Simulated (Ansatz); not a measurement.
System: Al-vacancy pair (Al on one host Ru site, one Ru site vacant) in hcp Ru (neutral cell). Level of theory: PBE, PAW (plane waves to 420 eV; Ansatz, an electronic-structure program).

Settings: 36 host sites, the relaxed PBE lattice, a 2×2×2 k-point mesh shifted by half a step along c, smearing 0.10 eV, spin-restricted, no image-charge correction. No zero-point or tunnelling terms. Forms of the defect that were not tried may lie lower.

Barriers: single points on a 4×4×4 k-point mesh shifted by half a step along c at the bands' geometries.

Relaxed starting cell (atoms counted from 1):

```
AlRu34
1.0
    8.16420     0.00000     0.00000
   -4.08210     7.07041     0.00000
    0.00000     0.00000     8.58609
Al Ru
1 34
Cartesian
 -0.03845   1.55679   1.16814
 -0.03138   1.56279   5.38747
 -1.39632   3.94084   1.09043
 -1.38080   3.92134   5.38305
 -2.73631   6.26156   1.09104
 -2.74563   6.28475   5.38285
  2.74291   1.59154   1.09667
  2.71695   1.58897   5.39764
  1.37971   3.95062   1.09583
  1.36513   3.92944   5.39734
 -0.01230   6.28846   1.08333
 -0.00852   6.29010   5.39753
  5.42228   1.56355   1.09385
  5.45277   1.55008   5.37117
  4.06148   3.92736   1.09401
  4.06688   3.92912   5.39599
  2.69501   6.28536   1.09324
  2.69964   6.31911   5.37073
  1.36739   0.78919   3.27055
  1.34283   0.80211   7.51083
 -0.00242   3.16065   3.27042
 -0.00308   3.13283   7.51109
 -1.37278   5.50169   3.24353
 -1.37697   5.49980   7.52633
  4.04854   0.77547   3.24587
  4.08198   0.78719   7.52806
  2.70801   3.14497   3.24988
  2.70580   3.14356   7.52484
  1.32624   5.49013   3.24577
  1.35315   5.51333   7.52784
  6.79777   0.79234   7.50903
  5.42250   3.15830   3.25206
  5.43909   3.13582   7.53781
  4.07686   5.48880   3.25207
  4.06593   5.51425   7.53674
```

End state 1 differs by these moves (Å; atoms that move under 0.08 Å are left out):

| atom | element | Δx | Δy | Δz |
|---|---|---|---|---|
| 1 | Al | -1.31 | -0.75 | 2.00 |

### Question
What is the computed forward and backward barriers to end state 1 (PBE, PAW)?

### Answer
forward 0.79 eV, backward 0.79 eV; at the saddle point atom 1 has neighbours 4 Ru at 2.46, 4 Ru at 3.03 Å. The saddle point's order was not checked, and it lies on a symmetry element of the cell, where a band can be held.
